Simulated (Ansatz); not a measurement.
Consider Rh in the fcc (Cu type) structure (space group Fm-3m, No. 225; a = 3.802 Å; relaxed with 0.1 eV smearing). Axes: x, y, z lie along the cube axes.

Structures relaxed with r2SCAN (Ansatz, a quantum-chemistry and plane-wave program; PAW; 500 eV plane waves; scalar-relativistic without spin-orbit coupling), earlier PAW set.

Base:

Simulated powder pattern, Cu Kα1, λ = 1.54056 Å (kinematic, ideal powder, no thermal factors, no anomalous dispersion; the 10 strongest lines at most, above 2 %, up to 2θ = 90°):

```csv
2θ (°),I/Imax (%),hkl
41.09,100,(111)
47.81,48,(200)
69.93,29,(220)
84.44,35,(311)
89.16,11,(222)
```

Now apply this change: tensile biaxial strain of 0.69 % in the plane normal to [001], as in epitaxy on a mismatched substrate; the out-of-plane cell vector and the atoms relax.

After the change:

Simulated powder pattern, Cu Kα1, λ = 1.54056 Å (kinematic, ideal powder, no thermal factors, no anomalous dispersion; the 10 strongest lines at most, above 2 %, up to 2θ = 90°):

```tsv
2θ (°)	I/Imax (%)	hkl
40.98	100	(111)
47.46	32	(200)
48.13	15	(002)
69.38	9.8	(220)
69.91	19	(202)
83.86	24	(311)
84.84	12	(113)
88.88	11	(222)
```

The indices refer to the base's conventional cell; one index is shown for lines that coincide. The space group is now I4/mmm (No. 139).

No phonon test of stability was made. The final runs are not spin-polarised.
